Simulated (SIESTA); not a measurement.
SIESTA run on SnSe2 (P-3m1, 3 atoms in the cell): self-consistent single point.

Computed with GGA PBE, numerical atomic orbitals DZP, PseudoDojo PBE standard norm-conserving potentials (rewritten from UPF to PSML) run with SIESTA 5.4.2.

The change in words: lattice scaled by 0.98. Reference geometry:
```xyz
3
Lattice="3.8258 0.0000 0.0000 -1.9129 3.3132 0.0000 0.0000 0.0000 6.4586" Properties=species:S:1:pos:R:3 pbc="T T T"
Sn     0.0000     0.0000     0.0000
Se     1.9129     1.1044     4.8898
Se     0.0000     2.2088     1.5688
```

Reference input (self-consistent single point, DFT, GGA PBE, numerical atomic orbitals DZP, PseudoDojo PBE standard norm-conserving potentials (rewritten from UPF to PSML)): XC.functional = GGA; XC.authors = PBE; potentials = PseudoDojo PBE standard; PAO.BasisSize = DZP; PAO.EnergyShift = 0.01 Ry; MeshCutoff = 350 Ry; kgrid.MonkhorstPack = 7 7 4; OccupationFunction = FD; ElectronicTemperature = 10 K; MaxSCFIterations = 150; SCF.Mixer.Method = Broyden; SCF.Mixer.Weight = 0.1. This run's input differs from it in these lines:

```diff
@@ -12,5 +12,5 @@
 %block LatticeVectors
-     3.825764000    0.000000000    0.000000000
-    -1.912882000    3.313209000    0.000000000
-     0.000000000    0.000000000    6.458639000
+     3.749249000    0.000000000    0.000000000
+    -1.874624000    3.246945000    0.000000000
+     0.000000000    0.000000000    6.329466000
 %endblock LatticeVectors
@@ -19,4 +19,4 @@
      0.000000000    0.000000000    0.000000000  1
-     1.912883913    1.104401896    4.889835587  2
-    -0.000001913    2.208807104    1.568803413  2
+     1.874626541    1.082313918    4.792038709  2
+    -0.000001541    2.164631082    1.537427291  2
 %endblock AtomicCoordinatesAndAtomicSpecies
```

Output, abridged:

```
        iscf     Eharris(eV)        E_KS(eV)     FreeEng(eV)     dDmax    Ef(eV) dHmax(eV)
   scf:    1    -8736.142181    -8739.029186    -8739.029186  1.152890 -4.003922  6.637502
   scf:    2    -8740.033655    -8739.564105    -8739.564105  0.073047 -4.073084  4.946593
   scf:    3    -8740.208260    -8740.063871    -8740.063871  0.189211 -4.316656  0.906945
   scf:    4    -8740.097209    -8740.081657    -8740.081657  0.030606 -3.978311  0.470168
   scf:    5    -8740.089420    -8740.086031    -8740.086031  0.032748 -4.226705  0.043088
   [... 2 lines left out ...]
   scf:    8    -8740.086081    -8740.086079    -8740.086079  0.000129 -4.253927  0.005005
   scf:    9    -8740.086081    -8740.086080    -8740.086080  0.000090 -4.254507  0.004940
   scf:   10    -8740.086084    -8740.086082    -8740.086082  0.000156 -4.251745  0.001098
   scf:   11    -8740.086083    -8740.086083    -8740.086083  0.000082 -4.252310  0.000451
SCF Convergence by DM+H criterion
max |DM_out - DM_in|         :     0.0000819769
max |H_out - H_in|      (eV) :     0.0004505005
SCF cycle converged after 11 iterations

Using DM_out to compute the final energy and forces

siesta: E_KS(eV) =            -8740.0861

siesta: E_KS - E_eggbox =     -8740.0861

siesta: Atomic forces (eV/Ang):
     1   -0.000000   -0.000000    0.000000
     2   -0.000095    0.000055   -1.750818
     3    0.000095   -0.000055    1.750818
   Tot    0.000000   -0.000000   -0.000000
   Max    1.750818
   Res    0.825344    sqrt( Sum f_i^2 / 3N )
   Max    1.750818    constrained

Stress tensor Voigt[x,y,z,yz,xz,xy] (kbar):     -111.57     -111.07     -103.09        0.00       -0.01        0.43
(Free)E + p*V (eV/cell)    -8734.8644
Target enthalpy (eV/cell)    -8740.0861

   [... lines left out ...]
siesta: FreeEng =     -8740.086083
siesta: Cell volume =         77.052421 Ang**3
siesta:         108.57661895        148.07334942  kBar
   [... lines left out ...]

              0.023   0.013
   3 15.708   1.558   0.158   1.023   1.332   1.023   0.213   0.090   0.213
              2.002   2.002   2.001   2.002   2.002   0.013   0.023   0.017

              0.023   0.013

mulliken: Qtot =       46.000

Mulliken Atomic Populations:
Atom #   charge [q] valence [e]  Species
     1    -0.584602   14.584602  Sn
     2     0.292301   15.707699  Se
     3     0.292301   15.707699  Se
 Total    -0.000000
```

The run converged in 11 iterations. Against the reference run the free energy rises by 77.6 meV/atom, the pressure goes from 5.10 to 10.86 GPa, the largest force goes from 1.050 to 1.751 eV/Å and the gap on the mesh goes from 0.893 to 0.990 eV.

The starting cell comes from a database of computed structures (which also holds hypothetical and non-ambient phases and stackings), without a prior relaxation at this level. Its lattice was rescaled by a random factor within 2.5 % of one. For this run, on top of that: lattice scaled by 0.98. Values carry the incompleteness of an atom-centred basis. With a pressure of about 11 GPa the cell is away from its equilibrium volume at this level. Forces in this geometry exceed 1 eV/Å.
